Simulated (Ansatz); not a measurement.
**Convergence study of the k-point mesh at a smearing width of 0.02 eV for Li3Au (I4mm, 4 atoms in the cell)**

```xyz
4
Lattice="0.0000 3.1160 3.1160 3.1160 0.0000 3.1160 3.1160 3.1160 0.0000" Properties=species:S:1:pos:R:3 pbc="T T T"
Li     1.5580     1.5580     1.5580
Li     4.6741     4.6741     4.6741
Li     3.1160     3.1160     3.1660
Au     0.0000     0.0000     0.0000
```

Computed with PBEsol, default PAW files made with PBE (plane waves; Ansatz, a quantum-chemistry and plane-wave program).

Base settings: basis.ecutwfc = 30.9 Ry; kpoints.mp_grid.grid = 9 9 9; hamiltonian.xc = pbesol; hamiltonian.pseudopotentials = {kind: paw} (the program's default PAW files); scf.occupations.method = gaussian; scf.occupations.width = 0.0073 Ry.

In this ladder: scf.occupations.width = 0.0015 Ry.

Only quantities that move along the ladder and can be compared are tabulated.

The count of work is k-points × plane waves × bands × iterations; it is no time. 

The starting cell comes from a database of computed structures (which also holds hypothetical and non-ambient phases and stackings), without a prior relaxation at this level. Its lattice was rescaled by up to half a per cent. One atom was moved a little off its site on purpose. Ansatz's pressure includes its estimate of the finite-basis (Pulay) stress.

| kpoints.mp_grid.grid | free energy less the last step's (meV/atom) | pressure (GPa) | largest difference of a force vector from the last step's (eV/Å) | count of work / last |
|---|---|---|---|---|
| 3 3 3 | 48.95 | 0.86 | 0.013 | 0.0072 |
| 4 4 4 | -2.37 | -0.69 | 0.002 | 0.016 |
| 5 5 5 | -4.90 | -0.24 | 0.001 | 0.022 |
| 6 6 6 | 10.68 | -0.25 | 0.000 | 0.036 |
| 7 7 7 | 0.39 | -0.34 | 0.001 | 0.048 |
| 8 8 8 | 2.60 | -0.24 | 0.001 | 0.071 |
| 10 10 10 | -0.77 | -0.20 | 0.001 | 0.12 |
| 12 12 12 | 0.11 | -0.27 | 0.001 | 0.20 |
| 18 18 18 | -0.21 | -0.22 | 0.001 | 0.58 |
| 22 22 22 | 0.00 | -0.24 | 0.000 | 1.0 |

Coarsest kpoints.mp_grid.grid that holds the pressure within 0.05 GPa of the last step, with all finer ones: 8 8 8, at 0.071 of the last step's count of work; the step before is off by 0.10 GPa.

Coarsest kpoints.mp_grid.grid that holds the forces within 0.01 eV/Å of the last step, with all finer ones: 4 4 4, at 0.016 of the last step's count of work; the step before is off by 0.013 eV/Å.

Coarsest kpoints.mp_grid.grid that holds the free energy within 1 meV/atom of the last step, with all finer ones: 10 10 10, at 0.12 of the last step's count of work; the step before is off by 2.6 meV/atom.

Keys are those of Ansatz 0.2.
